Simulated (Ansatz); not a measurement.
HfO$_{2}$ (P2_1/c), Ansatz (a first-principles code) with r2SCAN, rigid bands. Condition of this run: functional r2SCAN on the same cell. Band gap 4.58 eV, N_c = 5.98e19 cm⁻³ and N_v = 1.94e20 cm⁻³ at 300 K, conductivity masses along z (a = (5.10, 0.00, 0.00) Å; b = (0.00, 5.18, 0.00) Å; c = (-0.88, 0.00, 5.20) Å) of 3.24 mₑ (electrons) and 2.38 mₑ (holes). Take k_BT = 0.02585 eV.

Question: Find the intrinsic carrier density and the intrinsic Fermi level.

Answer: n_i = √(N_c N_v) exp(−E_g/2k_BT) = 1.08e20 × exp(−88.58) = 3.6e-19 cm⁻³. The level lies (k_BT/2) ln(N_v/N_c) = 15 meV from mid-gap (positive towards the conduction band). Each 0.1 eV added to the gap lowers n_i by a factor of 6.9.

Question: A film of it is 5 nm thick, with its normal along the direction named. Estimate the confinement energies in an infinite well.

Answer: ħ²π²/(2m t²) = 0.376 eV·nm²/(m/mₑ × t²) gives 4.64 meV for electrons and 6.32 meV for holes, so the gap would widen to about 4.59 eV. Finite barriers and nonparabolic bands lower this, and with several valleys or bands the heaviest mass along the normal sets the lowest level, not this average.

Question: What thermal injection velocity √(2k_BT/πm) limits a ballistic channel along the direction named?

Answer: 2.99e6 cm/s for electrons and 3.49e6 cm/s for holes, a ratio of √(m_h/m_e) = 0.857, for dilute carriers.

Rigid bands with the computed gap; masses take one relaxation time for all states. Spin-orbit coupling is left out; with 5d elements it also splits d-like band edges. Geometry: cell and atoms relaxed with PBEsol.
